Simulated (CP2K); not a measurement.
Band structure of CsSnI3 (Pm-3m, 5 atoms in the cell).

```yaml
crystal:
  lattice:
    - [6.33631, 0.00000, 0.00000]
    - [0.00000, 6.33631, 0.00000]
    - [0.00000, 0.00000, 6.33631]
  atoms:
    - { symbol: Cs, position: [0.00000, 0.00000, 0.00000] }
    - { symbol: Sn, position: [0.50000, 0.50000, 0.50000] }
    - { symbol: I, position: [0.50000, 0.00000, 0.50000] }
    - { symbol: I, position: [0.00000, 0.50000, 0.50000] }
    - { symbol: I, position: [0.50000, 0.50000, 0.00000] }
```

Level of theory: PBE, GPW, TZVP-MOLOPT-SR-GTH basis, GTH-PBE potentials (GTH_POTENTIALS) in CP2K 2026.2.

Settings: CUTOFF = 500 Ry; REL_CUTOFF = 40 Ry; SMEAR/METHOD = FERMI_DIRAC; ELECTRONIC_TEMPERATURE = 580.23 K; KPOINTS/SCHEME = MONKHORST-PACK 3 3 3; XC_FUNCTIONAL = PBE; Cs/BASIS_SET = TZVP-MOLOPT-SR-GTH-q9; Cs/POTENTIAL = GTH-PBE-q9; Sn/BASIS_SET = TZVP-MOLOPT-SR-GTH-q4; Sn/POTENTIAL = GTH-PBE-q4; I/BASIS_SET = TZVP-MOLOPT-SR-GTH-q7; I/POTENTIAL = GTH-PBE-q7; METHOD = GPW; EPS_DEFAULT = 1e-10.

The starting cell has typed, rounded lattice constants, without a prior relaxation at this level. Its lattice was rescaled by a random factor within 2.5 % of one. Spin-orbit coupling is off. Values carry the incompleteness of an atom-centred basis.

Predict the gap along the standard path and the places of the band edges.

The gap along the path is 0.58 eV, direct at R to within 0.01 eV.

Levels in eV from the top of the valence band on the SCF mesh, bands 14 to 18:
```csv
point,14,15,16,17,18
Γ,-0.50,-0.38,-0.38,-0.38,3.92
X,-0.63,-0.47,-0.47,-0.03,2.69
M,-0.78,-0.78,0.01,0.68,2.38
R,0.02,0.02,0.02,1.37,1.95
```

Higher empty bands are left out: an atom-centred basis made for the valence describes them poorly.
